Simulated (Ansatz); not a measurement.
**Ta5Si3, response to strain**

Take Ta₅Si₃ (space group I4/mcm, No. 140; a = 6.504 Å, c = 11.814 Å) as the base. Axes: x, y, z lie along a, b, c of the conventional cell.

Strains are applied to the cell and any free atomic positions relax; under biaxial strain the out-of-plane vector relaxes too.

All numbers come from PBEsol, PAW, 420 eV (Ansatz, an electronic-structure program; scalar-relativistic without spin-orbit coupling).

Notes on the quantities. energy relative to the base: free energy F; pressure: mean of the normal stresses, compression positive.

```json
[
 {"variant": "base", "energy relative to the base": "0 meV/atom", "volume per atom": "15.62 Å³", "pressure": "0.0 GPa"},
 {"variant": "biaxial strain −3.20 %, plane normal [001], relaxed out of plane", "energy relative to the base": "+46 meV/atom", "volume per atom": "15.04 Å³", "pressure": "10.2 GPa"},
 {"variant": "biaxial strain +1.49 %, plane normal [001], relaxed out of plane", "energy relative to the base": "+9.3 meV/atom", "volume per atom": "15.91 Å³", "pressure": "-4.2 GPa"},
 {"variant": "uniaxial strain ε_xx = +3.00 %", "energy relative to the base": "___", "volume per atom": "16.08 Å³", "pressure": "___"},
 {"variant": "tensor shear ε_xz = +2.31 %", "energy relative to the base": "+15 meV/atom", "volume per atom": "15.61 Å³", "pressure": "0.5 GPa"}
]
```

**Question.** What belongs in the blanks?

**Answer.** 
- uniaxial strain ε_xx = +3.00 %, energy relative to the base: +18 meV/atom
- uniaxial strain ε_xx = +3.00 %, pressure: -6.3 GPa

Without a gap, meshes like the base's 8×8×8 leave anisotropic stresses uncertain by several tenths of a GPa, and small strain energies with them. Stability against distortions was not tested. All final runs are without spin polarisation.
